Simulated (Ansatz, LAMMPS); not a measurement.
## Si well of 20 atomic layers along [001] in random Si0.5Ge0.5, interfaces graded over 4 layers

Cell 16.85 × 16.85 × 60.57 Å, Si566Ge226, 792 atoms. Prepared with Tersoff's 1989 multicomponent potential (SiCGe.tersoff) (LAMMPS): minimisation. 

Calculation: PBE, support functions at accuracy medium on the grid of 370 eV (norm-conserving potentials; Ansatz, an electronic-structure program).

Basis: localised support functions (accuracy medium) on a full density matrix. k-points: zone centre alone; occupations: Fermi-Dirac, 0.010 eV; spin polarisation not allowed. Spin-orbit coupling is left out.

- Kohn-Sham gap of the cell on its k-mesh = 0.19 eV
- weight of the highest filled level on the well = 0.34
- weight of the lowest empty level on the well = 0.99
- coordination (neighbours within 2.875 Å) = 100.0 % 4-fold
- Ge-Ge bonds, mean ± spread = 2.477 ± 0.008 Å
- Ge-Si bonds, mean ± spread = 2.432 ± 0.009 Å
- Si-Si bonds, mean ± spread = 2.393 ± 0.007 Å
- bond angles, mean ± spread = 109.5° ± 1.4°
- pressure = -1.45 GPa
- cost of the final run = roughly 100 core-minutes, 12 SCF iterations, 16 GiB
